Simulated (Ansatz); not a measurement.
# TiAl₃ (I4/mmm, No. 139)

These are PBE in Ansatz (PAW) values and carry that method's errors.

Run with plane-wave cutoff 520 eV, 20×20×20 k mesh, Fermi–Dirac smearing 0.05 eV, no spin polarisation, scalar-relativistic PAW data made under PBE.

Cell (relaxed at this level):

Space group I4/mmm (No. 139); a = 3.846 Å, b = 3.846 Å, c = 8.620 Å, α = 90.00°, β = 90.00°, γ = 90.00°

```json
[
 {"atom": "Ti", "site": "2a", "symmetry": "4/mmm", "x": "0.0000", "y": "0.0000", "z": "0.0000"},
 {"atom": "Al", "site": "2b", "symmetry": "4/mmm", "x": "0.0000", "y": "0.0000", "z": "0.5000"},
 {"atom": "Al", "site": "4d", "symmetry": "-4m2", "x": "0.0000", "y": "0.5000", "z": "0.2500"}
]
```
(The calculation used a cell of 4 atoms; values per cell refer to that cell.)

- bulk modulus B0: 106 GPa
- band gap: zero (no gap)
- pressure derivative B′ of the bulk modulus: 4.1

Note: the bulk modulus comes from volumes at which shape and atoms were relaxed.

The computed numbers hold no vibrational or temperature effects.

Ansatz is an electronic-structure program.
